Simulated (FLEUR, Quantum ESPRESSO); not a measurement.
A Quantum ESPRESSO input for a self-consistent single point of YbCuBi (P6_3mc, 6 atoms in the cell) (DFT, PBEsol, plane waves, SSSP 1.1.2 efficiency (PBE) pseudopotentials):

```fortran
&control
   calculation = 'scf'
   prefix = 'run'
   outdir = './work'
   pseudo_dir = './'
   tprnfor = .true.
   tstress = .true.
/
&system
   ibrav = 0
   nat = 6
   ntyp = 3
   ecutwfc = 50
   ecutrho = 400
   occupations = 'smearing'
   smearing = 'gauss'
   degauss = 0.0099958
   input_dft = 'pbesol'
/
&electrons
   conv_thr = 1.0d-9
/
ATOMIC_SPECIES
Yb   173.0540  Yb.GGA-PBE-paw-v1.0.UPF
Cu    63.5460  Cu_pbe_v1.2.uspp.F.UPF
Bi   208.9804  Bi_pbe_v1.uspp.F.UPF
ATOMIC_POSITIONS alat
Yb    0.00000000    0.00000000    0.79945067
Yb    0.00000000    0.00000000    1.61945053
Cu    0.00000000    0.57735027    0.52366831
Cu    0.50000000    0.28867514    1.34366818
Bi    0.50000000    0.28867514    0.35820874
Bi    0.00000000    0.57735027    1.17820861
K_POINTS automatic
6 6 3  0 0 0
CELL_PARAMETERS angstrom
   4.54314343     0.00000000     0.00000000
  -2.27157172     3.93447763     0.00000000
   0.00000000     0.00000000     7.45075400
```

Problem. Write the same calculation as an input for FLEUR.

Solution. One input that does it (others would too):

Input of the input generator:

```
YbCuBi
&input film=f /
4.5431434324 -0.0000003503 0.0000000000
-2.2715714128 3.9344778007 0.0000000000
0.0000000000 0.0000000000 7.4507540000
1.8897261246
1.0 1.0 1.0

6
70 0.0000000000 0.0000000000 0.4874700000
70 0.0000000000 0.0000000000 0.9874700000
29 0.3333333333 0.6666666667 0.3193100000
29 0.6666666667 0.3333333333 0.8193100000
83 0.6666666667 0.3333333333 0.2184200000
83 0.3333333333 0.6666666667 0.7184200000

&comp jspins=1 /
&exco xctyp='PBEs' /
&kpt div1=6 div2=6 div3=3 gamma=t /
&end /
```

```xml
<?xml version="1.0" encoding="UTF-8" standalone="no"?>
<fleurInput fleurInputVersion="0.39">
   <comment>
      YbCuBi                                                                                              
   </comment>
   <calculationSetup>
      <cutoffs Kmax="4.1" Gmax="12.3" GmaxXC="12.3" numbands="0"/>
      <scfLoop itmax="100" minDistance="0.00001" maxIterBroyd="15" imix="Anderson" alpha="0.05" precondParam="0.0" spinf="2.0"/>
      <coreElectrons ctail="T" frcor="F" kcrel="0" coretail_lmax="0"/>
      <xcFunctional name="PBEs" relativisticCorrections="F"/>
      <magnetism jspins="1"/>
      <soc l_soc="F" theta="0.0" phi="0.0" spav="F"/>
      <expertModes spex="0" secvar="F"/>
      <geometryOptimization l_f="T" forcealpha="1.0" forcemix="BFGS" epsdisp="0.00001" epsforce="0.00001"/>
      <ldaU l_linMix="F" mixParam="0.05" spinf="1.0"/>
   </calculationSetup>
   <cell>
      <bzIntegration valenceElectrons="100.0" mode="gauss" fermiSmearingEnergy="0.00499791">
         <kPointListSelection listName="default-1"/>
         <!-- k-points included here -->
         <xi:include xmlns:xi="http://www.w3.org/2001/XInclude" href="kpts.xml"> </xi:include>
      </bzIntegration>
      <!-- symmetry operations included here -->
      <xi:include xmlns:xi="http://www.w3.org/2001/XInclude" href="sym.xml"> </xi:include>
      <bulkLattice scale="1.0">
         <bravaisMatrix>
            <row-1>    8.5852968320111938    -0.0000006619710614     0.0000000000000000</row-1>
            <row-2>   -4.2926478426626913     7.4350854866415412     0.0000000000000000</row-2>
            <row-3>    0.0000000000000000     0.0000000000000000    14.0798844817679480</row-3>
         </bravaisMatrix>
      </bulkLattice>
   </cell>
   <atomSpecies>
      <species name="Ytterbium (Yb)" element="Yb" atomicNumber="70">
         <mtSphere radius="2.68" gridPoints="925" logIncrement="0.014"/>
         <atomicCutoffs lmax="10" lnonsphr="8"/>
         <electronConfig flipSpins="F">
            <coreConfig>(1s1/2) (2s1/2) (2p1/2) (2p3/2) (3s1/2) (3p1/2) (3p3/2) (4s1/2) (3d3/2) (3d5/2) (4p1/2) (4p3/2) (4d3/2) (4d5/2)</coreConfig>
            <valenceConfig>(5s1/2) (5p1/2) (5p3/2) (6s1/2) (4f5/2) (4f7/2)</valenceConfig>
         </electronConfig>
         <energyParameters s="6" p="6" d="5" f="4"/>
         <lo type="SCLO" l="0" n="5" eDeriv="0"/>
         <lo type="SCLO" l="1" n="5" eDeriv="0"/>
      </species>
      <species name="Copper (Cu)" element="Cu" atomicNumber="29">
         <mtSphere radius="2.45" gridPoints="847" logIncrement="0.015"/>
         <atomicCutoffs lmax="10" lnonsphr="8"/>
         <electronConfig flipSpins="F">
            <coreConfig>(1s1/2) (2s1/2) (2p1/2) (2p3/2) (3s1/2) (3p1/2) (3p3/2)</coreConfig>
            <valenceConfig>(4s1/2) (3d3/2) (3d5/2)</valenceConfig>
            <stateOccupation state="(4s1/2)" spinUp="0.5" spinDown="0.5"/>
         </electronConfig>
         <energyParameters s="4" p="4" d="3" f="4"/>
      </species>
      <species name="Bismuth (Bi)" element="Bi" atomicNumber="83">
         <mtSphere radius="2.45" gridPoints="847" logIncrement="0.016"/>
         <atomicCutoffs lmax="10" lnonsphr="8"/>
         <electronConfig flipSpins="F">
            <coreConfig>(1s1/2) (2s1/2) (2p1/2) (2p3/2) (3s1/2) (3p1/2) (3p3/2) (4s1/2) (3d3/2) (3d5/2) (4p1/2) (4p3/2) (5s1/2) (4d3/2) (4d5/2) (5p1/2) (5p3/2) (4f5/2) (4f7/2)</coreConfig>
            <valenceConfig>(6s1/2) (5d3/2) (5d5/2) (6p1/2) (6p3/2)</valenceConfig>
            <stateOccupation state="(6p1/2)" spinUp="0.5" spinDown="0.5"/>
            <stateOccupation state="(6p3/2)" spinUp="1.0" spinDown="1.0"/>
         </electronConfig>
         <energyParameters s="6" p="6" d="6" f="5"/>
         <lo type="SCLO" l="2" n="5" eDeriv="0"/>
      </species>
   </atomSpecies>
   <atomGroups>
      <atomGroup species="Ytterbium (Yb)">
         <relPos label="                   1">.0000000000 .0000000000 .4874700000</relPos>
         <relPos label="                   2">.0000000000 .0000000000 -.0125300000</relPos>
         <force calculate="T" relaxXYZ="TTT"/>
      </atomGroup>
      <atomGroup species="Copper (Cu)">
         <relPos label="                   3">1.000/3.000 -1.000/3.000 .3193100000</relPos>
         <relPos label="                   4">-1.000/3.000 1.000/3.000 -.1806900000</relPos>
         <force calculate="T" relaxXYZ="TTT"/>
      </atomGroup>
      <atomGroup species="Bismuth (Bi)">
         <relPos label="                   5">-1.000/3.000 1.000/3.000 .2184200000</relPos>
         <relPos label="                   6">1.000/3.000 -1.000/3.000 -.2815800000</relPos>
         <force calculate="T" relaxXYZ="TTT"/>
      </atomGroup>
   </atomGroups>
   <output dos="F" band="F" slice="F">
      <checks vchk="F" cdinf="F"/>
      <bandDOS minEnergy="-.5*Htr" maxEnergy="0.5*Htr" sigma="0.015" storeEVData="T"/>
      <vacuumDOS vacdos="F" integ="F" star="F" nstars="0" locx1="0.0" locy1="0.0" locx2="0.0" locy2="0.0" nstm="0" tworkf="0.0"/>
      <unfoldingBand unfoldBand="F" supercellX="1" supercellY="1" supercellZ="1"/>
      <plotting iplot="0" polar="F">
         <plot TwoD="T" vec1="  1.0  0.0  0.0" vec2="  0.0  1.0  0.0" vec3="  0.0  0.0  1.0" zero="  0.0  0.0  0.0" file="plot"/>
      </plotting>
      <chargeDensitySlicing numkpt="0" minEigenval="0.0" maxEigenval="0.0" nnne="0" pallst="F"/>
      <specialOutput eonly="F"/>
      <magneticCircularDichroism mcd="F" energyLo="-10.0" energyUp="0.0"/>
   </output>
  <!-- We include the file relax.xml here to enable relaxations (see documentation) -->
  <xi:include xmlns:xi="http://www.w3.org/2001/XInclude" href="relax.xml"> <xi:fallback/> </xi:include>
</fleurInput>
```

Basis, cutoffs, solver keys and any potentials are the target program's own. This input uses DFT, PBEsol, all-electron FLAPW (FLEUR), scalar-relativistic valence.

The starting cell comes from a database of computed structures (which also holds hypothetical and non-ambient phases and stackings), without a prior relaxation at this level. For this run, on top of that: lattice scaled by 0.98.
